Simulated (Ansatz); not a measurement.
# PBE against r2SCAN: ZrO2

Base system: ZrO$_{2}$ (space group P4_2/nmc, No. 137; a = 3.6210 Å, c = 5.2828 Å).

(Cell as relaxed with PBE.)

Levels (all Ansatz, a program for electronic structure, PAW): PBE (420 eV, spin-orbit coupling left out); r2SCAN (500 eV, no spin-orbit coupling).

Each level relaxes its own structure.

| quantity | PBE | r2SCAN |
|---|---|---|
| volume per atom | 11.54 Å³ | 11.30 Å³ |
| lattice parameter a | 3.621 Å | 3.601 Å |
| lattice parameter c | 5.283 Å | 5.228 Å |
| band gap | 4.04 eV | 4.60 eV |
| gap character | indirect, k = (0.222, 0.222, 0) in the run's primitive reciprocal basis → Γ | indirect, k = (0.222, 0.222, 0) in the run's primitive reciprocal basis → Γ |
| electron mass | 2.3 mₑ along c, 0.61 mₑ across | 2.2 mₑ along c, 0.63 mₑ across |

PBE's volume per atom lies 0.24 Å³ above r2SCAN's (2.2 %); PBE's lattice parameter a lies 0.020 Å above r2SCAN's (0.5 %); PBE's lattice parameter c lies 0.055 Å above r2SCAN's (1.0 %); PBE's band gap lies 0.56 eV below r2SCAN's; the two agree on the gap character. Neither level is exact; r2SCAN is the comparison here, not a measurement.

Masses are band curvatures over ±0.01 Å⁻¹ around the edge. Stability against distortions was not tested. This is not the structure that ZrO2 has at room temperature and ambient pressure.
